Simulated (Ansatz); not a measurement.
Checking a run of Ansatz (a program for electronic structure) on Ge (Pm-3n, 8 atoms in the cell). The aim is a self-consistent single point with DFT, PBE, plane waves, default PAW files.

Cell that was meant: a = 5.3765 Å, b = 5.3765 Å, c = 5.3765 Å, α = 90.00°, β = 90.00°, γ = 90.00°.

Part of the input:

```yaml
crystal:
  lattice:
    - [2.845145, 0.000000, 0.000000]
    - [0.000000, 2.845145, 0.000000]
    - [0.000000, 0.000000, 2.845145]
  atoms:
    - { symbol: Ge, position: [0.250000, 0.000000, 0.500000] }
    - { symbol: Ge, position: [0.750000, 0.000000, 0.500000] }
```

Log, with long lists cut:

```
WARN basis.ecutwfc = 420 eV, the default
WARN ansatz: RAYON_NUM_THREADS=1 ignored (pool sized by the plan → 1); use --threads N
   [... lines left out ...]
Symmetry: 48 space group operations
Space group: Pm-3n (ITA 223), of the structure as read, at distance tolerance 2.8e-5 Å
k-points: 4 of 27
Initial density: superposition of atomic densities (neutral atoms: chi_scale 0, normalization atom), corrected by the library's trained network
Initial wavefunctions: pseudopotential atomic-orbital guess
Eigensolver: davidson
Functional: x = pbe(κ = 0.804, μ = 0.2195149727645171), c = pbe(β = 0.06672455060314922)
SCF iter   1: F=—  HF=-33724.366592 eV  |F-HF|=—  |Δ(HF+E_count)|=         —  Δρ=5.17e-1  dr2=1.98e1  ethr=1.77e-3  ⟨swp⟩=14.2  Hψ=1733  notcnv=0  defer=2
all-band conjugate gradients solve this SCF's bands
preconditioner: auto → Kerker (q_TF=auto, 3.551 Å⁻¹)
SCF iter   2: F=—  HF=-33711.821071 eV  |F-HF|=—  |Δ(HF+E_count)|=    1.25e1  Δρ=3.27e-1  dr2=7.67e0  ethr=1.77e-3  ⟨swp⟩=5.5  Hψ=1285  notcnv=0  defer=10
   [... lines left out ...]
SCF iter   7: F=—  HF=-33711.374932 eV  |F-HF|=—  |Δ(HF+E_count)|=   1.51e-4  Δρ=1.08e-4  dr2=1.70e-6  ethr=2.55e-9  ⟨swp⟩=6.2  Hψ=1155  notcnv=0  defer=7
SCF iter   8: F=—  HF=-33711.374929 eV  |F-HF|=—  |Δ(HF+E_count)|=   2.74e-6  Δρ=2.31e-5  dr2=3.87e-8  ethr=8.93e-11  ⟨swp⟩=25.0  Hψ=3355  notcnv=0
SCF iter   9: F=-33711.374929 eV  HF=-33711.374929 eV  |F-HF|=1.33e-8  |Δ(HF+E_count)|=   1.13e-7  Δρ=4.49e-6  dr2=8.41e-10  ethr=3.45e-11  ⟨swp⟩=13.0  Hψ=2050  notcnv=0
SCF 1 converged in 9 iterations: F = -33711.374929 eV  dr2 = 8.41e-10
Free energy (F): -33711.374929 eV
Internal energy: -33711.221676 eV  (E = F + TS)
E sigma→0 (E₀):  -33711.298303 eV
Entropy (-TS):   -0.153253 eV (-19.157 meV/atom)
Fermi energy:    87.852767 eV
--- Forces (eV/Å), atoms counted from 1 ---
  atom   1  Ge    -0.00000000     0.00000000     0.00000000
   [... zero for the other atoms too ...]
--- Stress (GPa, compression-positive) ---
     8945.879116      -0.000000       0.000000
        0.000000    8945.879116       0.000000
        0.000000       0.000000    8945.879116
  P = ⅓ Tr σ = 8945.8791 GPa (89458.791 kbar)
  The stress holds the Pulay correction. Without it, at fixed plane waves, as pw.x and ABINIT print it: P = 8926.9223 GPa
```

**Question.** Can these results be used? Check the input.

**Answer.** The run is not sound. The fault is this: lattice multiplied by the bohr radius once too often. 1 bohr is 0.529 Å, so a mix-up scales every length by 1.89 or 0.529 and the volume by 6.75 or 0.148. To fix it, give the lengths in the unit that the key or card expects. The run converged in 9 iterations without an error; against the sound input the free energy rises by 80.7 eV/atom and the pressure goes from 0.94 to 8946 GPa.

An input that runs soundly differs in these lines (not the only fix; some lines may just follow from the change or write a value another way):
```diff
-    - [2.845145, 0.000000, 0.000000]
-    - [0.000000, 2.845145, 0.000000]
-    - [0.000000, 0.000000, 2.845145]
+    - [5.376544, 0.000000, 0.000000]
+    - [0.000000, 5.376544, 0.000000]
+    - [0.000000, 0.000000, 5.376544]
```

With that input, the run converged in 7 iterations: free energy E − TS (on the zero of these files) -34357.3523 eV; Fermi level (on the code's own zero) 10.58 eV; pressure 0.94 GPa (DFT, PBE, plane waves, default PAW files).

On the sound input: the starting cell was generated: these elements placed on a structure prototype, without a prior relaxation; it need not be a known phase or ordering of this composition. Its lattice was rescaled by a random factor within 2.5 % of one. Ansatz's pressure includes its estimate of the finite-basis (Pulay) stress. Without a gap this mesh is coarse (it stands for a supercell whose shortest vector is 16 Å).

Keys are those of Ansatz 0.2.
